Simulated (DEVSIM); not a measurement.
Structure: GaAs p-n junction from an implanted or diffused profile, at 400 K.

| layer (left to right) | material | thickness (μm) | Nd (cm⁻³) | τn (s) | τp (s) |
|---|---|---|---|---|---|
| 1 | GaAs | 25.0 | 4.8e15 | 2e-8 | 6e-10 |

Added acceptor profile: 4.7e17 cm⁻³ × exp(−(x − 0 μm)²/(2·(0.085 μm)²)). Left contact: ohmic. Right contact: ohmic. Voltage is applied to the left contact. Recombination: SRH at mid-gap, Auger. Mobility is μmin + (μ − μmin)/(1 + (N/Nref)^α).

Constants are typed, rounded textbook-type inputs, not results; the design itself was drawn at random and stands for no fabricated device. Values at 300 K; Nc and Nv go as T^1.5, mobilities as T to minus their exponent, the gap by Varshni's rule with the affinity fixed.

```csv
parameter,GaAs
gap (eV),1.424
affinity (eV),4.07
permittivity,12.9
Nc (cm⁻³),4.7e17
Nv (cm⁻³),9e18
μn (cm²/Vs),8500
μp (cm²/Vs),400
"μn,min",500
"μp,min",20
"Nref,n",6e16
"Nref,p",1.5e17
αn,0.39
αp,0.38
T exponent of μn,2.1
T exponent of μp,2.2
Cn (cm⁶/s),1e-30
Cp (cm⁶/s),1e-30
Varshni α (eV/K),0.000541
Varshni β (K),204
```

DEVSIM, 1D drift-diffusion, Boltzmann statistics, complete ionisation; no tunnelling, impact ionisation, image-force lowering or self-heating.

### Question
Tabulate band edges, carrier densities and field at 1.05 V on the left contact.

### Answer
Energies count from the Fermi level of the right contact; mesh points crowd at the junctions.

```tsv
x (μm)	Ec (eV)	Ev (eV)	n (cm⁻³)	p (cm⁻³)	field (V/cm)
0.000	0.210	-1.167	< 1e2	4.7e17	-350
0.02129	0.209	-1.168	2.0e13	4.5e17	-1000
0.05134	0.204	-1.174	5.4e13	3.8e17	-2500
0.09376	0.189	-1.189	1.3e14	2.5e17	-4600
0.1717	0.137	-1.240	7.3e14	5.6e16	-8200
0.2329	0.090	-1.288	3.0e15	1.4e16	-6400
0.2958	0.063	-1.315	6.5e15	6.2e15	-2400
0.3774	0.053	-1.324	8.6e15	4.5e15	-370
0.4584	0.052	-1.325	8.9e15	4.2e15	≈ 0
0.6331	0.053	-1.324	8.7e15	3.9e15	77
1.004	0.056	-1.321	8.2e15	3.4e15	78
2.218	0.066	-1.312	6.8e15	2.0e15	77
4.371	0.081	-1.296	5.3e15	4.7e14	65
8.944	0.104	-1.274	4.8e15	7.8e11	43
18.23	0.144	-1.234	4.8e15	330000	43
21.76	0.159	-1.218	4.8e15	10000	43
23.52	0.167	-1.211	4.8e15	9300	43
24.30	0.170	-1.207	4.8e15	9300	43
24.75	0.172	-1.206	4.8e15	9300	43
24.89	0.172	-1.205	4.8e15	9300	43
24.96	0.173	-1.205	4.8e15	9300	43
25.00	0.173	-1.204	4.8e15	9300	43
```
